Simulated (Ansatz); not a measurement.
## SrO: biaxial strain +1.25 %, plane normal [111], relaxed out of plane

Consider SrO in the rock salt structure (space group Fm-3m, No. 225; a = 5.122 Å). Axes: x, y, z lie along the cube axes.

The change: biaxial strain +1.25 %, plane normal [111], relaxed out of plane (Cartesian); in-plane vectors clamped, the third vector and the atoms free.

Level of theory: Ansatz (a program for electronic structure) PBEsol, without spin-orbit coupling. k-mesh 11×11×11 (Γ-centred); smearing 0.05 eV (Fermi–Dirac).

The volume per atom increases by 0.27 Å³, from 16.80 Å³ to 17.07 Å³ and the shortest interatomic distance increases by 0.027 bohr to 4.867 bohr. The energy rises by 2.9 meV/atom and the pressure (mean of the normal stresses, compression positive) goes from zero to -14.8 kbar. The band gap falls by 0.022 eV to 3.17 eV and the gap character amounts to indirect, Γ → F. The smallest direct gap stays essentially unchanged (3.26 eV against 3.27 eV) and the electron mass remains 1.2 mₑ along k, 0.39 mₑ across (at X). The hole mass is 0.48 mₑ out of plane, 1.2 mₑ in plane (at Γ) and the valence-band top at Γ (three highest levels, from the VBM) changes from 0.00, 0.00, 0.00 eV to 0.00, -0.04, -0.04 eV. The valley order (the lowest conduction-band minima on the path, energy above the VBM, named in the base's zone) goes from X along ⟨100⟩ 3.20 eV; Γ 3.93 eV to X along [001] 3.17 eV; Γ 3.78 eV and the out-of-plane strain amounts to -0.86 %. The ratio −ε⊥/ε∥ comes out as 0.69 and the mean in-plane stress (compression positive) amounts to -2.2 GPa.

Masses are band curvatures over ±0.01 Å⁻¹ around the edge. Along k means along the line from Γ to the band edge. Whether these cells are dynamically stable was not tested. Labels are those of the standard path for the cell's own space group.
